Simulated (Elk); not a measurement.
## Worked example: self-consistent single point of HfH₂ (I4/mmm, 3 atoms in the cell) in Elk

Method of the run: PBEsol, all-electron FP-LAPW, Elk's shipped species files, APW+lo basis with extra local orbitals in Elk.

The input file:

```
tasks
  0

xctype
  22

tforce
  .true.

rgkmax
  8.0

gmaxvr
  18.0

lmaxapw
  10

lmaxo
  8

nxlo
  2

lorbcnd
  .true.

lradstp
  2

nrmtscf
  2.0

rmtscf
  0.86

lmaxi
  4

stype
  0

swidth
  0.00499791

scale
  6.149845518

avec
   -0.5318114810    0.5318114810    0.6590546999
    0.5318114810   -0.5318114810    0.6590546999
    0.5318114810    0.5318114810   -0.6590546999

atoms
  2   : nspecies
  'Hf.in'   : spfname
  1   : natoms; atposl, bfcmt below
  0.0000000000  0.0000000000  0.0000000000    0.0 0.0 0.0
  'H.in'   : spfname
  2   : natoms; atposl, bfcmt below
  0.2500000000  0.7500000000  0.5000000000    0.0 0.0 0.0
  0.7500000000  0.2500000000  0.5000000000    0.0 0.0 0.0

ngridk
  9 9 9
```

Output (repeated stretches shortened):

```
│ Elk code version 10.2.4 │

All units are atomic (Hartree, Bohr, etc.)

│ Ground-state run starting from atomic densities │

Lattice vectors :
  -3.270558453       3.270558453       4.053084592
   3.270558453      -3.270558453       4.053084592
   3.270558453       3.270558453      -4.053084592

Unit cell volume      :    173.4161300
Brillouin zone volume :    1.430375672

Muffin-tin inner radius fraction :   0.1000000000E-01

Nuclei treated as point charges

Species :    1 (Hf)
 parameters loaded from : Hf.in
 name : hafnium
 nuclear charge    :   -72.00000000
 electronic charge :    72.00000000
 atomic mass :    325367.3656
 muffin-tin radius :    2.408000000
 number of radial points in muffin-tin :   1399
 atomic positions (lattice), magnetic fields (Cartesian) :
   1 :   0.00000000  0.00000000  0.00000000    0.00000000  0.00000000  0.00000000

Species :    2 (H)
 parameters loaded from : H.in
 name : hydrogen
 nuclear charge    :   -1.000000000
 electronic charge :    1.000000000
 atomic mass :    1837.362219
 muffin-tin radius :    1.204000000
 number of radial points in muffin-tin :    399
 atomic positions (lattice), magnetic fields (Cartesian) :
   1 :   0.25000000 -0.25000000  0.50000000    0.00000000  0.00000000  0.00000000
   2 :  -0.25000000  0.25000000  0.50000000    0.00000000  0.00000000  0.00000000

Total number of atoms per unit cell :    3

Spin treatment :
 spin-unpolarised

Number of Bravais lattice symmetries :   16
Number of crystal symmetries         :   16
Crystal has inversion symmetry
Real symmetric eigensolver will be used

k-point grid :      9     9     9
k-point offset :    0.000000000       0.000000000       0.000000000
k-point set is reduced with full crystal symmetry group
Total number of k-points :       75

Muffin-tin radius times maximum |G+k| :    8.000000000
 using average radius
Maximum |G+k| for APW functions       :    4.983388704
   [... lines left out ...]
Maximum |G| for potential and density :    18.00000000
 potential will be trimmed for |G| > 2 gkmax
Constant for pseudocharge density :   11
Radial integration step length :    2

G-vector grid sizes :     36    36    36
Number of G-vectors :    17087

Maximum angular momentum used for
 APW functions                      :   10
 outer part of muffin-tin           :    8
 inner part of muffin-tin           :    4

Total nuclear charge    :   -74.00000000
Total core charge       :    46.00000000
Total valence charge    :    28.00000000
Total excess charge     :    0.000000000
Total electronic charge :    74.00000000

Effective Wigner radius, rₛ :   0.8239921110

Number of empty states         :   12
Total number of valence states :   26
Total number of core states    :   46

Conduction state local-orbitals added automatically
Total number of local-orbitals :  322

Exchange-correlation functional :     22     0     0
 PBEsol, Phys. Rev. Lett. 100, 136406 (2008)
 gradient requirement :    1
 generalised gradient approximation (GGA)

Smearing type :    0
 Gaussian
Smearing width :   0.4997910000E-02
Effective electronic temperature (K) :    1578.215154

Mixing type :    3
 Broyden mixing, J. Phys. A: Math. Gen. 17, L317 (1984)

Kohn-Sham potential initialised from atomic data
│ Self-consistent loop started │
│ Loop number : 1 │
 total energy                :     -15088.7498766
│ Loop number : 2 │
 total energy                :     -15089.1575541
RMS change in Kohn-Sham potential (target) :    171.9501120     (  0.1000000000E-05)
Absolute change in total energy (target)   :   0.4076775063     (  0.1000000000E-03)
│ Loop number : 3 │
 total energy                :     -15089.2255108
RMS change in Kohn-Sham potential (target) :    109.1765966     (  0.1000000000E-05)
Absolute change in total energy (target)   :   0.1698760963     (  0.1000000000E-03)
│ Loop number : 4 │
 total energy                :     -15094.5246161
RMS change in Kohn-Sham potential (target) :    58.06950659     (  0.1000000000E-05)
Absolute change in total energy (target)   :    5.341574349     (  0.1000000000E-03)
│ Loop number : 5 │
 total energy                :     -15093.8648704
RMS change in Kohn-Sham potential (target) :    28.18062167     (  0.1000000000E-05)
Absolute change in total energy (target)   :   0.6756478338     (  0.1000000000E-03)
   [... lines left out ...]
Absolute change in total energy (target)   :   0.8900954708E-04 (  0.1000000000E-03)
│ Loop number : 16 │
 total energy                :     -15094.5151546
RMS change in Kohn-Sham potential (target) :   0.1606532856E-04 (  0.1000000000E-05)
Absolute change in total energy (target)   :   0.7709229067E-04 (  0.1000000000E-03)
│ Loop number : 17 │
 total energy                :     -15094.5151494
RMS change in Kohn-Sham potential (target) :   0.1475987049E-04 (  0.1000000000E-05)
Absolute change in total energy (target)   :   0.2448712985E-04 (  0.1000000000E-03)
│ Loop number : 18 │
 total energy                :     -15094.5151617
RMS change in Kohn-Sham potential (target) :   0.1375467585E-05 (  0.1000000000E-05)
Absolute change in total energy (target)   :   0.6192429282E-05 (  0.1000000000E-03)
│ Loop number : 19 │
 total energy                :     -15094.5151621
RMS change in Kohn-Sham potential (target) :   0.5870348723E-06 (  0.1000000000E-05)
Absolute change in total energy (target)   :   0.1933507519E-05 (  0.1000000000E-03)
Convergence targets achieved

│ Loop number : 20 │

Energies :
 Fermi                       :     0.440465951607
 sum of eigenvalues          :     -9223.03865209
 electron kinetic            :      16883.5068881
 core electron kinetic       :      16342.7657890
 Coulomb                     :     -31671.9080600
 Coulomb potential           :     -25703.4461197
 nuclear-nuclear             :     -1155.32521098
 electron-nuclear            :     -35329.7195785
 Hartree                     :      4813.13672940
 Madelung                    :     -18820.1850002
 xc potential                :     -403.099420528
 exchange                    :     -301.183327245
 correlation                 :     -4.93066276053
 total energy                :     -15094.5151620

Density of states at Fermi energy :    18.63624111
 (states/Hartree/unit cell)

Estimated indirect band gap :   0.1618077379E-02
 from k-point     12 to k-point     29
Estimated direct band gap   :   0.1244116051E-01
 at k-point     53

Charges :
 core                        :    46.00000000
 valence                     :    28.00000000
 interstitial                :    3.086905414
 muffin-tins (core leakage)
  species :    1 (Hf)
   atom    1                 :    69.54020707     (  0.6847098909E-05)
  species :    2 (H)
   atom    1                 :   0.6864437582     (   0.000000000    )
   atom    2                 :   0.6864437582     (   0.000000000    )
 total in muffin-tins        :    70.91309459
 total calculated charge     :    73.99971903
 total charge                :    74.00000000
 error                       :   0.2809651717E-03

│ Self-consistent loop stopped │

Forces :
 species :    1 (Hf)
  atom :    1
   Hellmann-Feynman          :     0.00000000    0.00000000    0.00000000
   IBS                       :     0.00000000    0.00000000    0.00000000
   total force               :     0.00000000    0.00000000    0.00000000
   total magnitude           :     0.00000000
 species :    2 (H)
  atom :    1
   Hellmann-Feynman          :    -0.00000000    0.00000000    0.00000000
   IBS                       :     0.00000000   -0.00000000   -0.00000000
   total force               :     0.00000000   -0.00000000    0.00000000
   total magnitude           :     0.00000000
  atom :    2
   Hellmann-Feynman          :    -0.00000000   -0.00000000    0.00000000
   IBS                       :     0.00000000    0.00000000   -0.00000000
   total force               :    -0.00000000   -0.00000000    0.00000000
   total magnitude           :     0.00000000
```

The run converged in 20 iterations. The count includes the last loop, which Elk runs after its targets are met.

The starting cell comes from a database of computed structures (which also holds hypothetical and non-ambient phases and stackings), without a prior relaxation at this level. Spin-orbit coupling is off. Values depend on the basis (sphere radii, cutoffs, local orbitals), which need not be converged. The log's line on a gap gives a spacing of levels on this mesh, which the program prints for metals too.

Cost on one core of a shared machine: roughly 3 min.
